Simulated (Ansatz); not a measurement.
Start from Li (space group R-3m, No. 166; a = 3.0615 Å, c = 22.4110 Å (hexagonal axes)).

Computed with PBEsol in Ansatz (plane waves to 420 eV, PAW, no spin-orbit coupling).

Before the change:

| Property | Result |
|---|---|
| c/a ratio | 7.320 |
| Lattice parameter a | 5.785 bohr |

One thing is altered: a hydrostatic pressure of 1.5 GPa.

Question: What does the calculation give for the c/a ratio and lattice parameter a after the change?

Answer: The c/a ratio goes up by 0.063, from 7.320 to 7.383; the lattice parameter a drops by 0.197 bohr to 5.588 bohr.

Load acts through the strain it causes; cell and atoms are relaxed under it. Stability against distortions was not tested. This is not the structure that Li has at room temperature and ambient pressure.

Ansatz is a program for electronic structure.
